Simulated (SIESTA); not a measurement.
# Input and output of a self-consistent single point for BiSe2 (C2/m, 12 atoms in the cell) (SIESTA)

Computed with GGA PBEsol, numerical atomic orbitals TZP, PseudoDojo PBEsol standard norm-conserving potentials (rewritten from UPF to PSML) (SIESTA).

This input was run:

```
# files in the folder: Bi.psml Se.psml (PseudoDojo PBEsol standard)
SystemName  BiSe2
SystemLabel bise2

NumberOfAtoms                12
NumberOfSpecies              2
%block ChemicalSpeciesLabel
  1 83 Bi
  2 34 Se
%endblock ChemicalSpeciesLabel
LatticeConstant              1.0 Bohr
%block LatticeVectors
    15.868814505   -3.961328940    0.000000000
    15.868814505    3.961328940    0.000000000
   -14.094871900    0.000000000   18.682467416
%endblock LatticeVectors
AtomicCoordinatesFormat      ScaledCartesian
%block AtomicCoordinatesAndAtomicSpecies
    20.844067546    0.000000000    1.641815237  1
    -3.201310436   -0.000000000   17.040652180  1
     3.863360334   -0.000000000   11.118123184  1
    13.779396776    0.000000000    7.564344232  1
   -12.132735933    0.000000000   17.595708286  2
    29.775493043   -0.000000000    1.086759130  2
    22.646271210   -0.000000000    8.450266837  2
    -5.003514100   -0.000000000   10.232200579  2
     9.007214365    0.000000000   15.710460499  2
     8.635542745    0.000000000    2.972006917  2
     1.726921494    0.000000000    6.451803297  2
    15.915835616    0.000000000   12.230664119  2
%endblock AtomicCoordinatesAndAtomicSpecies

XC.functional                GGA
XC.authors                   PBEsol
PAO.BasisSize                TZP
PAO.EnergyShift              0.01 Ry
MeshCutoff                   300 Ry
%block kgrid.MonkhorstPack
    5   0   0  0.0
    0   5   0  0.0
    0   0   2  0.0
%endblock kgrid.MonkhorstPack
OccupationFunction           MP
OccupationMPOrder            0
ElectronicTemperature        10.0 meV

MaxSCFIterations             150
SCF.Mixer.Method             Pulay
SCF.Mixer.Weight             0.2
SCF.Mixer.History            8
SCF.DM.Tolerance             1.0E-04
Diag.ParallelOverK           true
WriteForces                  true
```

Log, with long lists cut:

```
reinit: Reading from file input.fdf

reinit: System Name: BiSe2
reinit: System Label: bise2

coor:   Atomic-coordinates input format  =     Cartesian coordinates
coor:                                          (in units of alat)

siesta: Atomic coordinates (Bohr) and species
siesta:     20.84407   0.00000   1.64182  1        1
siesta:     -3.20131  -0.00000  17.04065  1        2
siesta:      3.86336  -0.00000  11.11812  1        3
siesta:     13.77940   0.00000   7.56434  1        4
siesta:    -12.13274   0.00000  17.59571  2        5
siesta:     29.77549  -0.00000   1.08676  2        6
siesta:     22.64627  -0.00000   8.45027  2        7
siesta:     -5.00351  -0.00000  10.23220  2        8
siesta:      9.00721   0.00000  15.71046  2        9
siesta:      8.63554   0.00000   2.97201  2       10
siesta:      1.72692   0.00000   6.45180  2       11
siesta:     15.91584   0.00000  12.23066  2       12

siesta: System type = bulk

initatomlists: Number of atoms, orbitals, and projectors:     12   264   272

siesta: ******************** Simulation parameters ****************************
redata: Spin configuration                          = none
redata: Time-Reversal Symmetry                      = T
redata: Number of Atomic Species                    =        2
redata: Mesh Cutoff                                 =   300.0000 Ry
redata: Net charge of the system                    =     0.0000 |e|
redata: Min. number of SCF Iter                     =        0
redata: Max. number of SCF Iter                     =      150
redata: SCF convergence failure will abort job
redata: SCF mix quantity                            = Hamiltonian
redata: Mix DM or H after convergence               =   F
redata: Recompute H after scf cycle                 =   F
redata: Mix DM in first SCF step                    =   T
redata: No kicks to SCF
redata: DM Mixing Weight for Kicks                  =     0.5000
   [... lines left out ...]
diag: Used triangular part                          = Lower
diag: Absolute tolerance                            =  0.100E-15
diag: Orthogonalization factor                      =  0.100E-05
diag: Memory factor                                 =  1.0000

superc: Internal auxiliary supercell:     5 x     5 x     3  =      75
superc: Number of atoms, orbitals, and projectors:    900  19800  20400

                        Single-point calculation

superc: Internal auxiliary supercell:     5 x     5 x     3  =      75
superc: Number of atoms, orbitals, and projectors:    900  19800  20400

outcell: Unit cell vectors (Ang):
        8.397415   -2.096245    0.000000
        8.397415    2.096245    0.000000
       -7.458685    0.000000    9.886336

outcell: Cell vector modules (Ang)   :    8.655104    8.655104   12.384330
outcell: Cell angles (23,13,12) (deg):    125.7561    125.7561     28.0326
outcell: Cell volume (Ang**3)        :    348.0591
new_DM -- step:     1
Initializing Density Matrix...

Attempting to read DM from file... Failed...
DM filled with atomic data:

InitMesh: MESH = 72 x 72 x 160 = 829440
InitMesh: Mesh cutoff (required, used) =   300.000   318.823 Ry

stepf: Methfessel-Paxton step function
       Using Hermite-Gauss polynomials of order  0
        iscf     Eharris(eV)        E_KS(eV)     FreeEng(eV)     dDmax    Ef(eV) dHmax(eV)
   scf:    1   -35250.307731   -35239.693098   -35239.693098  0.878214 -3.185546  5.687153
   scf:    2   -35244.266109   -35242.274950   -35242.274950  0.034825 -3.319679  3.212420
   scf:    3   -35243.543526   -35243.119917   -35243.119917  0.032739 -3.686485  0.982821
   scf:    4   -35243.265291   -35243.196913   -35243.196913  0.013571 -3.919520  0.512305
   scf:    5   -35243.243037   -35243.223897   -35243.223897  0.013058 -3.409370  0.073279
   scf:    6   -35243.225466   -35243.224803   -35243.224803  0.001728 -3.434297  0.036947
   scf:    7   -35243.225051   -35243.224976   -35243.224976  0.001172 -3.453197  0.012082
   scf:    8   -35243.225037   -35243.225014   -35243.225014  0.000268 -3.457150  0.006944
   scf:    9   -35243.225029   -35243.225023   -35243.225023  0.000288 -3.461556  0.005044
   scf:   10   -35243.225026   -35243.225025   -35243.225025  0.000118 -3.462246  0.001098
   scf:   11   -35243.225025   -35243.225025   -35243.225025  0.000038 -3.462576  0.000416
SCF Convergence by DM+H criterion
max |DM_out - DM_in|         :     0.0000377449
max |H_out - H_in|      (eV) :     0.0004164587
SCF cycle converged after 11 iterations

Using DM_out to compute the final energy and forces

siesta: E_KS(eV) =           -35243.2250

siesta: E_KS - E_eggbox =    -35243.2250

siesta: Atomic forces (eV/Ang):
     1   -0.228953   -0.000000    0.455228
     2    0.228953    0.000000   -0.455228
     3    0.214389    0.000000    0.566558
     4   -0.214389    0.000000   -0.566558
     5    1.208474    0.000000   -0.858657
     6   -1.208474    0.000000    0.858657
     7   -1.377291   -0.000000   -0.782569
     8    1.377291    0.000000    0.782569
     9   -0.003241    0.000000   -0.557128
    10    0.003241   -0.000000    0.557128
    11   -0.009108    0.000000   -0.588467
    12    0.009108    0.000000    0.588467
   Tot   -0.000000    0.000000    0.000000
   Max    1.377291
   Res    0.576889    sqrt( Sum f_i^2 / 3N )
   Max    1.377291    constrained

Stress tensor Voigt[x,y,z,yz,xz,xy] (kbar):      -16.47       14.97       -4.82        0.00        0.88       -0.00
(Free)E + p*V (eV/cell)   -35242.7671
Target enthalpy (eV/cell)   -35243.2250

siesta: Program's energy decomposition (eV):
siesta: Ebs     =     -5846.018672
siesta: Eions   =     37716.998843
siesta: Ena     =      1684.368270
siesta: Ekin    =     21357.157056
siesta: Enl     =    -13130.421878
siesta: Eso     =         0.000000
siesta: Edftu   =         0.000000
siesta: DEna    =        86.959963
siesta: DUscf   =         3.011858
siesta: DUext   =         0.000000
siesta: Ex      =     -7076.288399
siesta: Ec      =      -451.013052
siesta: Exc     =     -7527.301451
siesta: Eharris =    -35243.225025
siesta: Etot    =    -35243.225025
siesta: FreeEng =    -35243.225025

siesta: Atomic forces (eV/Ang):
siesta:      1   -0.228953   -0.000000    0.455228
siesta:      2    0.228953    0.000000   -0.455228
siesta:      3    0.214389    0.000000    0.566558
siesta:      4   -0.214389    0.000000   -0.566558
siesta:      5    1.208474    0.000000   -0.858657
siesta:      6   -1.208474    0.000000    0.858657
siesta:      7   -1.377291   -0.000000   -0.782569
siesta:      8    1.377291    0.000000    0.782569
siesta:      9   -0.003241    0.000000   -0.557128
siesta:     10    0.003241   -0.000000    0.557128
siesta:     11   -0.009108    0.000000   -0.588467
siesta:     12    0.009108    0.000000    0.588467
siesta: ----------------------------------------
siesta:    Tot   -0.000000    0.000000    0.000000

siesta: Stress tensor (static) (eV/Ang**3):
siesta:    -0.010277   -0.000000    0.000547
siesta:    -0.000000    0.009341    0.000000
siesta:     0.000547    0.000000   -0.003011

siesta: Cell volume =        348.059120 Ang**3

siesta: Pressure (static):
siesta:                Solid            Molecule  Units
siesta:           0.00001433          0.00066401  Ry/Bohr**3
siesta:           0.00131569          0.06096665  eV/Ang**3
siesta:           2.10797405         97.67934646  kBar
```

The run converged in 11 iterations.

The starting cell comes from a database of computed structures (which also holds hypothetical and non-ambient phases and stackings), without a prior relaxation at this level. Values carry the incompleteness of an atom-centred basis. Forces in this geometry exceed 1 eV/Å.

Cost on one core of a shared machine: roughly 2 min.
